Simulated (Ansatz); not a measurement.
Take Ba in the bcc (W type) structure (space group Im-3m, No. 229; a = 4.8819 Å; relaxed with 0.1 eV smearing) as the base.

Calculations: PBEsol/PAW in Ansatz (a quantum-chemistry and plane-wave program), spin-orbit coupling left out.

For the base:

The band gap is zero and the pressure is 0.0 GPa.

The change: an isotropic linear strain of +0.50 %, atoms relaxed at fixed cell.

Question: What does the calculation give for the energy relative to the base after the change?

Answer: The energy grows by 0.3 meV/atom.

Question: What does the calculation give for the band gap after the change?

Answer: The band gap is still zero.

Question: What happens to the pressure?

Answer: The pressure hardly moves (0.0 GPa against -0.1 GPa).

No phonon test of stability was made.
